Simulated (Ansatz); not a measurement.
Take InAs in the zinc blende structure (space group F-43m, No. 216; a = 6.186 Å) as the base.

Now apply this change: a hydrostatic pressure of 4.2 GPa.

Levels (all Ansatz, an electronic-structure program, PAW): PBE (420 eV, spin-orbit coupling left out); r2SCAN (500 eV, scalar-relativistic without spin-orbit coupling); PBE+SOC (420 eV, spin-orbit coupling included).

One geometry, relaxed with PBE, under each level:

```json
[
 {"level": "PBE", "band gap": "zero", "pressure": "4.2 GPa"},
 {"level": "r2SCAN", "band gap": "…", "pressure": "…"},
 {"level": "PBE+SOC", "band gap": "zero", "pressure": "4.1 GPa"}
]
```

Give the withheld r2SCAN results.


- r2SCAN, band gap: 0.27 eV
- r2SCAN, pressure: 2.2 GPa

Single points use the geometry relaxed with PBE. Their cutoffs differ, which shifts pressures a little. Differences between runs with and without spin-orbit coupling are approximate. Load acts through the strain it causes; cell and atoms are relaxed under it. No phonon test of stability was made. Tetrahedral semiconductors of this kind turn to denser phases somewhere between about 1 and 50 GPa; those were not computed, so compressed cells here can lie past the real transition. The runs without spin-orbit coupling are not spin-polarised. A zero or small gap of InAs can be the functional's error rather than a property of the material.
